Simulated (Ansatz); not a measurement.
**Mg2Ge: Li interstitial (started 2.76 Å from the nearest host atom), symmetric start**

Start from a 24-atom supercell of Mg₂Ge in the anti-fluorite structure (space group Fm-3m, No. 225; a = 6.364 Å) at its relaxed geometry.

It is then changed as follows: one Li atom is added in an open site, starting 2.76 Å from the nearest host atom, atoms relaxed at fixed cell.

Calculations: PBEsol, PAW, 420 eV (Ansatz, a quantum-chemistry and plane-wave program; without spin-orbit coupling). k-mesh 5×5×5 (Γ-centred); smearing 0.05 eV (Fermi–Dirac).

The pressure goes from zero to 0.5 GPa and the gap of the supercell becomes zero (base: 0.08 eV). The largest displacement of a host atom from its site in the perfect cell comes out as 0.08 Å and the final site of the added atom amounts to 6 Ge at 3.14 Å (octahedral).

The cell is small, so the values are those of an ordered compound at a high defect concentration; dilute-limit values will differ. The defect started on the symmetric site and kept its symmetry, so it may sit on a saddle. The final runs are not spin-polarised. The defect cell is not spin-polarised. A zero or small gap of Mg2Ge can be the functional's error rather than a property of the material.
